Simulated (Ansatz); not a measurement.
## What biaxial strain −1.00 %, plane normal [001], relaxed out of plane does to Ru

The parent structure is Ru in the hcp (Mg type) structure (space group P6_3/mmc, No. 194; a = 2.722 Å, c = 4.294 Å; relaxed with 0.1 eV smearing). Axes: x lies along a and z along c of the hexagonal cell.

Modification: biaxial strain −1.00 %, plane normal [001], relaxed out of plane (Cartesian); in-plane vectors clamped, the third vector and the atoms free.

Level of theory: plane-wave PAW DFT at the PBE level (Ansatz, an electronic-structure program, 420 eV), no spin-orbit coupling. k-mesh 24×24×14 (Γ-centred); smearing 0.1 eV (Fermi–Dirac).

* **Volume per atom**: 13.57 Å³ (base 13.78 Å³)
* **Pressure (mean of the normal stresses, compression positive)**: 4.6 GPa (base 0.0 GPa)
* **Band gap**: zero (base zero)
* **Out-of-plane strain**: +0.54 %
* **Mean in-plane stress (compression positive)**: +6.9 GPa

Final structure (turned so that z lies along the plane normal):

```xyz
2
Lattice="2.6947 0.0000 0.0000 1.3473 2.3337 0.0000 0.0000 0.0000 4.3171" Properties=species:S:1:pos:R:3 pbc="T T T"
Ru     2.6947     1.5558     3.2378
Ru     1.3473     0.7779     1.0793
```

Whether these cells are dynamically stable was not tested. The final runs are not spin-polarised.
